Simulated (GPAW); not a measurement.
GPAW run on Sb2Pt (Pa-3, 12 atoms in the cell): self-consistent single point.

Method: PBE, GPAW PAW datasets PBE (gpaw-data 1.0.1) (plane waves; GPAW 25.7.0).

```yaml
crystal:
  lattice:
    - [6.34767, 0.00000, 0.00000]
    - [0.00000, 6.34767, 0.00000]
    - [0.00000, 0.00000, 6.34767]
  atoms:
    - { symbol: Sb, position: [0.37525, 0.12475, 0.87525] }
    - { symbol: Sb, position: [0.62475, 0.87525, 0.12475] }
    - { symbol: Sb, position: [0.12475, 0.87525, 0.37525] }
    - { symbol: Sb, position: [0.87525, 0.12475, 0.62475] }
    - { symbol: Sb, position: [0.87525, 0.37525, 0.12475] }
    - { symbol: Sb, position: [0.12475, 0.62475, 0.87525] }
    - { symbol: Sb, position: [0.62475, 0.62475, 0.62475] }
    - { symbol: Sb, position: [0.37525, 0.37525, 0.37525] }
    - { symbol: Pt, position: [0.00000, 0.50000, 0.50000] }
    - { symbol: Pt, position: [0.50000, 0.50000, 0.00000] }
    - { symbol: Pt, position: [0.50000, 0.00000, 0.50000] }
    - { symbol: Pt, position: [0.00000, 0.00000, 0.00000] }
```

Reference input (self-consistent single point, DFT PBE, plane waves, GPAW PAW datasets PBE (gpaw-data 1.0.1)): mode = pw; ecut = 600 eV; xc = PBE; kpts = 4 4 4; mesh shift (steps) = 0 0 0; occupations.name = methfessel-paxton; occupations.width = 0.1 eV; occupations.order = 0; nbands = -16; convergence.density = 1e-05 e/electron; symmetry.symmorphic = false; symmetry.tolerance = 0.0005. This run's input differs from it in these lines:

```diff
@@ -25,3 +25,3 @@
             kpts={'size': (4, 4, 4), 'gamma': True},
-            occupations={'name': 'methfessel-paxton', 'width': 0.1, 'order': 0},
+            occupations={'name': 'methfessel-paxton', 'width': 0.002, 'order': 0},
             nbands=-16,
```

Output (repeated stretches shortened):

```
     iter     time        total  log10-change:
                         energy   eigst   dens
iter:   1 --:--:--   -67.392336
iter:   2 --:--:--   -67.672133   -0.17  -1.50
iter:   3 --:--:--   -71.497718   -0.76  -1.49
iter:   4 --:--:--   -66.872816   -1.27  -1.38
iter:   5 --:--:--   -65.843219   -1.46  -1.56
iter:   6 --:--:--   -65.848555   -2.74  -2.27
iter:   7 --:--:--   -65.850017c  -3.35  -2.33
iter:   8 --:--:--   -65.844869c  -3.40  -2.56
iter:   9 --:--:--   -65.846056c  -3.90  -2.93
iter:  10 --:--:--   -65.845696c  -5.15  -3.11
iter:  11 --:--:--   -65.845297c  -4.54  -3.07
iter:  12 --:--:--   -65.844087c  -4.33  -3.28
iter:  13 --:--:--   -65.843976c  -5.76  -3.74
iter:  14 --:--:--   -65.843988c  -6.28  -3.90
iter:  15 --:--:--   -65.843985c  -6.14  -3.94
iter:  16 --:--:--   -65.843982c  -6.75  -4.19
iter:  17 --:--:--   -65.843980c  -6.89  -4.41
iter:  18 --:--:--   -65.843980c  -7.81c -4.74
iter:  19 --:--:--   -65.843979c  -8.12c -4.85
iter:  20 --:--:--   -65.843979c  -8.82c -4.99
iter:  21 --:--:--   -65.843979c  -8.65c -5.07c
Converged after 21 iterations.

Dipole moment: (-0.000007, -0.000007, -0.000007) |e|*Ang

Energy contributions relative to reference atoms: (reference = -3411753.917053)

Kinetic:        +40.248314
Potential:      -39.856149
External:        +0.000000
XC:             -65.338101
Entropy (-ST):   -0.000106
Local:           -0.897991
SIC:             +0.000000
--------------------------
Free energy:    -65.844032
Extrapolated:   -65.843979

Showing only first 2 kpts
 Kpt  Band  Eigenvalues  Occupancy
  0    90      9.31725    2.00000
  0    91      9.31725    2.00000
  0    92      9.95536    2.00000
  0    93      9.95536    2.00000

  1    90      9.02394    2.00000
  1    91      9.98825    1.00000
  1    92     10.17372    0.00000
  1    93     10.21737    0.00000

Fermi level: 9.98825

No gap
   [... lines left out ...]
  6 Sb    0.09193    0.09193    0.09193
  7 Sb   -0.09193   -0.09193   -0.09193
  8 Pt   -0.00000    0.00000   -0.00000
  9 Pt    0.00000    0.00000    0.00000
 10 Pt   -0.00000   -0.00000   -0.00000
 11 Pt    0.00000   -0.00000    0.00000

Stress tensor:
    -0.075948     0.000000     0.000000
     0.000000    -0.075948    -0.000000
     0.000000    -0.000000    -0.075948
Stress (GPa, Voigt): [-12.1683 -12.1683 -12.1683  -0.       0.       0.    ]
```

The run converged in 21 iterations. GPAW prints stress with tension positive. Against the reference run the free energy is nearly the same (within 1 meV/atom), the pressure moves little (12.20 to 12.17 GPa) and the largest force goes from 0.152 to 0.159 eV/Å.

The starting cell comes from a database of computed structures (which also holds hypothetical and non-ambient phases and stackings), without a prior relaxation at this level. Its lattice was rescaled by a random factor within 2.5 % of one. Spin polarisation is off. With a pressure of about 12 GPa the cell is away from its equilibrium volume at this level.

Cost on one core of a shared machine: roughly 3 min.
